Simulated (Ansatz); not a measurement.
Consider CsCaH$_{3}$ in the cubic perovskite structure (space group Pm-3m, No. 221; a = 4.541 Å; a cell from a computed database, its experimental status unchecked). Axes: x, y, z lie along the cube axes.

Computed with Ansatz (a quantum-chemistry and plane-wave program), PBEsol, PAW, cutoff 420 eV, scalar-relativistic without spin-orbit coupling.

For the base:

| Item | Value |
|---|---|
| Band gap | 2.88 eV |
| Pressure | 0.0 kbar |

Modification: biaxial strain −1.07 %, plane normal [111], relaxed out of plane (Cartesian); in-plane vectors clamped, the third vector and the atoms free.

Task: Predict the new energy relative to the base.

Result: The energy grows by 0.8 meV/atom.

Task: How does this affect the band gap?

Result: The band gap falls by 0.05 eV (2.88 eV → 2.83 eV).

Task: Predict the new out-of-plane strain.

Result: The out-of-plane strain is +0.51 %.

Task: Estimate the effect on the pressure.

Result: The pressure (mean of the normal stresses, compression positive) goes from zero to 4.3 kbar.

Stability against distortions was not tested. Many cubic perovskites are stable only at high temperature; tilts and polar distortions were not tested.
